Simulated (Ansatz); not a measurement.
A computed series for WC: response to strain

Take WC (space group P-6m2, No. 187; relaxed with 0.1 eV smearing) as the base.

```xyz
2
Lattice="2.8843 0.0000 0.0000 -1.4422 2.4979 0.0000 0.0000 0.0000 2.8115" Properties=species:S:1:pos:R:3 pbc="T T T"
W      0.0000     0.0000     0.0000
C      0.0000     1.6653     1.4058
```

Cartesian axes are those of the cell as printed.

Strains are applied to the cell and any free atomic positions relax.

Calculations: LDA (Ansatz, a quantum-chemistry and plane-wave program, PAW, no SOC).

Notes on the quantities. energy relative to the base: free energy F.

```json
[
 {"uniaxial strain ε_xx (%)": "-3", "energy relative to the base (meV/atom)": "23.1"},
 {"uniaxial strain ε_xx (%)": "-2.5", "energy relative to the base (meV/atom)": "15.9"},
 {"uniaxial strain ε_xx (%)": "-2", "energy relative to the base (meV/atom)": "?"},
 {"uniaxial strain ε_xx (%)": "-1.5", "energy relative to the base (meV/atom)": "5.6"},
 {"uniaxial strain ε_xx (%)": "-1", "energy relative to the base (meV/atom)": "2.5"},
 {"uniaxial strain ε_xx (%)": "-0.5", "energy relative to the base (meV/atom)": "0.6"},
 {"uniaxial strain ε_xx (%)": "0", "energy relative to the base (meV/atom)": "0.0"}
]
```

### Question
Fit ΔE = Aε² + Bε³ (ε in %) to the rows shown and predict the withheld row.

### Answer
Least squares on the printed values gives A = 2.43 and B = -0.047 meV/atom (largest residual 0.0 meV/atom); this predicts 10.1 meV/atom, and the run gives 10.0 meV/atom, in agreement.

Whether these cells are dynamically stable was not tested. All final runs are without spin polarisation.
